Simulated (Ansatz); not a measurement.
A working Ansatz (a quantum-chemistry and plane-wave program) input for KGdPdO3 (C2/m, 12 atoms in the cell) (DFT, LDA (PW92), plane waves, default PAW files made with PBE):

Ansatz 0.2 input:
```yaml
crystal:
  lattice:
    - [6.416196, -1.926455, 0.000000]
    - [6.416196, 1.926455, 0.000000]
    - [-1.797527, 0.000000, 6.987236]
  atoms:
    - { symbol: Gd, position: [0.650210, 0.650210, 0.076260], spin: 7.0 }
    - { symbol: Gd, position: [0.349790, 0.349790, 0.923740], spin: 7.0 }
    - { symbol: Pd, position: [0.006980, 0.006980, 0.779230] }
    - { symbol: Pd, position: [0.993020, 0.993020, 0.220770] }
    - { symbol: K, position: [0.356380, 0.356380, 0.437100] }
    - { symbol: K, position: [0.643620, 0.643620, 0.562900] }
    - { symbol: O, position: [0.829500, 0.829500, 0.130900] }
    - { symbol: O, position: [0.170500, 0.170500, 0.869100] }
    - { symbol: O, position: [0.493800, 0.493800, 0.193700] }
    - { symbol: O, position: [0.506200, 0.506200, 0.806300] }
    - { symbol: O, position: [0.152800, 0.152800, 0.272500] }
    - { symbol: O, position: [0.847200, 0.847200, 0.727500] }
kpoints:
  mp_grid:
    grid: [4, 4, 3]
hamiltonian:
  xc: lda
  pseudopotentials:
    kind: paw
magnetization:
  spin_polarized: true
scf:
  occupations:
    method: fermi_dirac
    width: 0.1
output:
  forces: true
  eigenvalues: true
  stress: true
```

The run converged in 17 iterations: free energy E − TS (on the zero of these files) -38276.6031 eV; pressure -1.11 GPa; largest force (vector length) 0.207 eV/Å; size of the cell's spin moment 13.99 μB. Each of these slips is then made, one at a time:

(1)
```diff
+total_charge: -1.0
```

(2)
```diff
+  convergence:
+    dr2_threshold: 1.0e+00 eV
```

Problem. Predict the outcome of each change.

Solution. 
(1) An unintended net charge. The run converged in 18 iterations without an error; against the sound input the pressure goes from -1.11 to -1.40 GPa, the largest force goes from 0.207 to 1.216 eV/Å and the size of the net moment moves little (1.17 to 1.16 μB/atom).

(2) A convergence threshold that is too loose. The run converged in 12 iterations, and against the sound input the free energy stays essentially unchanged (within 1 meV/atom), the pressure moves little (-1.11 to -1.12 GPa), the largest force hardly changes (0.207 to 0.206 eV/Å) and the size of the net moment stays at 1.17 μB/atom.

The starting cell comes from a database of published, mostly measured structures (it also holds non-ambient and calculated ones), without a prior relaxation at this level. Its lattice was rescaled by a random factor within 2.5 % of one. The magnetic order is the one reached from the typed start; others were not searched systematically. With U or open f shells several self-consistent states can exist. The f electrons are in the valence without U or exact exchange, which can misplace them near the Fermi level. Spin-orbit terms, which matter for f shells, are left out. Ansatz's pressure includes its estimate of the finite-basis (Pulay) stress.

Left out of this page: 4 runs of the series with a known weakness of the program.
